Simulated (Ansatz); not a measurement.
The starting structures come from a database of crystals and need not be the phases stable at ambient conditions.

Inside the gap of an insulator the Bloch states are evanescent, with a wavenumber k + iκ along the transport direction.

Consider the following.

```
TiO2
1.0
    4.81270     0.00000     0.00000
    0.00000     4.87188     0.00000
    0.86289     0.00000     4.96659
Ti O
4 8
Direct
  0.72256   0.55281   0.71315
  0.27744   0.44719   0.28685
  0.27744   0.05281   0.78685
  0.72256   0.94719   0.21315
  0.55464   0.25763   0.96677
  0.44536   0.74237   0.03323
  0.44536   0.75763   0.53323
  0.55464   0.24237   0.46677
  0.93616   0.67697   0.35156
  0.06384   0.32303   0.64844
  0.06384   0.17697   0.14844
  0.93616   0.82303   0.85156
```

The cell is taken as given; by r2SCAN it stands under a pressure of -1.5 GPa.

Transport runs along the normal of the first two printed cell vectors.

The gap is the functional's own. No spin-orbit coupling. Mid-gap values are those at the computed energy nearest the middle.

### Question
Compute, with r2SCAN (Ansatz, a program for electronic structure), the band gap and the smallest decay constant κ at mid-gap.

### Answer
Gap 2.66 eV on a 6×6×6 mesh; κ = 0.423 1/Å, at (0.500, 0.333) of the in-plane reciprocal vectors. At the zone centre the slowest state has κ = 0.43 1/Å.
